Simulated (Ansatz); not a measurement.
## What x(As) = 0.5, 8 atoms, I-42d does to ZnSe

Base system: ZnSe in the zinc blende structure (space group F-43m, No. 216; a = 5.665 Å).

The other end (x = 1) is ZnAs in the zinc blende structure (space group F-43m, No. 216; a hypothetical phase, not in the database extracts checked): 22.05 Å³/atom, gap zero; this end may not be an ambient phase.

One thing is altered: a fraction x = 0.5 of the Se sites is given to As, ordered in a cell of 8 atoms (starting symmetry I-42d) and fully relaxed.

All numbers come from Ansatz (a first-principles code), r2SCAN, PAW, cutoff 500 eV, no SOC. k-mesh 12×12×12 (Γ-centred); smearing 0.05 eV (Fermi–Dirac), for the changed cell.

The density drops by 0.01 g/cm³, from 5.27 g/cm³ to 5.26 g/cm³ and the shortest interatomic distance shrinks by 2.6 pm (245.3 pm → 242.7 pm). The band gap goes from 1.87 eV to zero and the deviation of the volume from the linear (Vegard-type) interpolation is +0.3 %. The mean first-shell distances is Se–Zn 2.461 Å (end compound 2.453 Å), As–Zn 2.427 Å (end compound 2.429 Å).

Cost of the whole job for the changed cell (relaxation, final SCF and bands): very roughly 27 core-minutes.

Each cell is one ordered arrangement of few atoms, which overstates ordering effects compared with a random alloy. Stability against distortions was not tested. All final runs are without spin polarisation. An odd electron count without spin: ZnAs.
